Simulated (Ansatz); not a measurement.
Results of G0W0@PBEsol in Ansatz (plane waves, hard PAW, contour deformation) for MgS (P6₃mc, No. 186; start mp-1185942; another space group than a measured phase of this formula).

The cell is the one relaxed with PBEsol. Conventional cell: a = 4.0283 Å, b = 4.0283 Å, c = 6.4160 Å, α = 90.00°, β = 90.00°, γ = 120.00°.

The quasiparticle gap at Γ at a fixed k mesh 3×3×2:

```json
[
 {"response cutoff": "150 eV, 691 empty bands", "value (eV)": "4.927"},
 {"response cutoff": "200 eV, 1064 empty bands", "value (eV)": "4.963"},
 {"response cutoff": "250 eV, 1487 empty bands", "value (eV)": "4.984"},
 {"response cutoff": "300 eV, 1954 empty bands", "value (eV)": "4.997"}
]
```

Question: Taking the value to converge with the response cutoff E as E^(−3/2), extrapolate from the last two rows.

Answer: With y = y∞ + c/w and weights w = 3953 and 5196 for the last two rows, y∞ = (w2 y2 − w1 y1)/(w2 − w1) = (5196 × 4.997 − 3953 × 4.984)/1243 = 5.038 eV, which lies 0.041 beyond the last row. Successive pairs of rows give 5.030, 5.037, 5.038. The limit also hangs on the law assumed, so its last digits aren't firm.

The other settings are not extrapolated, so this is the limit in one setting alone.

A start named mp-… is a Materials Project structure, which can be a computed phase never made.

Ansatz is a first-principles code.
